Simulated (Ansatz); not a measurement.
System: GaN (model structure, P6₂22, No. 180, 6 atoms in the cell). Method: r²SCAN+SOC in Ansatz (plane waves, PAW).

Numerical settings: plane-wave cutoff 560 eV, 12×12×6 k mesh (along the axes of the cell as run), Fermi–Dirac smearing 0.01 eV, PAW data made under PBE.

Cell (relaxed with PBEsol):

Space group P6₂22 (No. 180); a = b = 3.1252 Å, c = 7.3585 Å, α = β = 90.00°, γ = 120.00°

```
atom  site  symmetry       x       y       z
----  ----  --------  ------  ------  ------
Ga      3d       222  0.5000  0.0000  0.5000
N       3c       222  0.5000  0.0000  0.0000
```

Task: What does this level give for the band gap and smallest direct gap on the k points sampled?

Result: 
- band gap = 1.90 eV (indirect)
- smallest direct gap on the k points sampled = 1.96 eV

Note: the relaxation could raise the start's symmetry but not lower it, so the cell can be a saddle point; cell and atoms aren't relaxed at this level (pressure 0.3 GPa).

Static lattice: no zero-point or thermal effects.

Computing time: roughly 8 core-minutes.

A model structure was made by putting elements into a prototype or built by hand; it is no filed structure, need not be a known phase, and can be a saddle point held by its symmetry.

Ansatz is an electronic-structure program.
